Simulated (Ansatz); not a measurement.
Ansatz (a first-principles code) run on TePdSe (P3m1, 3 atoms in the cell): self-consistent single point.

Computed with LDA (PW92), PAW files made with PBE (plane waves; Ansatz).

```
CELL_PARAMETERS angstrom
      3.92744     0.00000     0.00000
     -1.96372     3.40126     0.00000
      0.00000     0.00000     5.02889
ATOMIC_POSITIONS crystal
  Te 0.00000 0.00000 0.73055
  Pd 0.33333 0.66667 0.00891
  Se 0.66667 0.33333 0.26054
```

Reference input (self-consistent single point, DFT, PBEsol, plane waves, PAW files made with PBE): basis.ecutwfc = 420 eV; kpoints.mp_grid.grid = 10 10 7; hamiltonian.xc = pbesol; hamiltonian.pseudopotentials = {kind: paw} (the program's default PAW files); scf.occupations.method = gaussian; scf.occupations.width = 0.1 eV. This run's input differs from it in these lines:

Ansatz 0.2 input:
```diff
@@ -16,3 +16,3 @@
 hamiltonian:
-  xc: pbesol
+  xc: lda
   pseudopotentials:
```

Output, abridged:

```
SCF iter   1: F=—  HF=-19059.295531 eV  |F-HF|=—  |Δ(HF+E_count)|=         —  Δρ=1.44e-1  dr2=2.08e1  ethr=3.10e-3  ⟨swp⟩=7.3  Hψ=11063  notcnv=0
all-band conjugate gradients solve this SCF's bands
preconditioner: auto → Kerker (q_TF=auto, 2.597 Å⁻¹)
SCF iter   2: F=—  HF=-19056.925088 eV  |F-HF|=—  |Δ(HF+E_count)|=    2.37e0  Δρ=6.01e-2  dr2=4.42e0  ethr=3.10e-3  ⟨swp⟩=3.0  Hψ=5564  notcnv=0  defer=57
   [... lines left out ...]
SCF iter   7: F=—  HF=-19056.208252 eV  |F-HF|=—  |Δ(HF+E_count)|=   4.97e-5  Δρ=1.14e-4  dr2=1.45e-5  ethr=5.75e-7  ⟨swp⟩=2.0  Hψ=3024  notcnv=0  defer=54
SCF iter   8: F=—  HF=-19056.208250 eV  |F-HF|=—  |Δ(HF+E_count)|=   1.50e-6  Δρ=5.14e-5  dr2=2.91e-6  ethr=2.89e-8  ⟨swp⟩=2.0  Hψ=4044  notcnv=0  defer=54
SCF iter   9: F=—  HF=-19056.208250 eV  |F-HF|=—  |Δ(HF+E_count)|=   5.49e-7  Δρ=1.25e-5  dr2=2.07e-7  ethr=5.83e-9  ⟨swp⟩=2.3  Hψ=3437  notcnv=0  defer=54
SCF iter  10: F=-19056.208250 eV  HF=-19056.208250 eV  |F-HF|=2.20e-8  |Δ(HF+E_count)|=   5.50e-8  Δρ=5.25e-6  dr2=3.39e-8  ethr=2.00e-10  ⟨swp⟩=11.1  Hψ=11762  notcnv=0
SCF 1 converged in 10 iterations: F = -19056.208250 eV  dr2 = 3.39e-8
Free energy (F): -19056.208250 eV
Internal energy: -19056.199814 eV  (E = F + TS)
E sigma→0 (E₀):  -19056.204032 eV
Entropy (-TS):   -0.008436 eV (-2.812 meV/atom)
Fermi energy:    11.831291 eV
--- Forces (eV/Å), atoms counted from 1 ---
  atom   1  Te     0.00000000     0.00000000     0.18159168
  atom   2  Pd     0.00000000     0.00000000     0.06086768
  atom   3  Se    -0.00000000     0.00000000    -0.24247026
--- Stress (GPa, compression-positive) ---
       -5.258144      -0.000000      -0.000000
       -0.000000      -5.258144       0.000000
       -0.000000       0.000000      -5.166936
  P = ⅓ Tr σ = -5.2277 GPa (-52.277 kbar)
  The stress holds the Pulay correction. Without it, at fixed plane waves, as pw.x and ABINIT print it: P = -5.2668 GPa
```

The run converged in 10 iterations. Against the reference run the pressure goes from -2.98 to -5.23 GPa and the largest force goes from 0.119 to 0.242 eV/Å.

The starting cell comes from a database of computed structures (which also holds hypothetical and non-ambient phases and stackings), without a prior relaxation at this level. Spin polarisation is off. With a pressure of about -5 GPa the cell is away from its equilibrium volume at this level. Ansatz's pressure includes its estimate of the finite-basis (Pulay) stress.
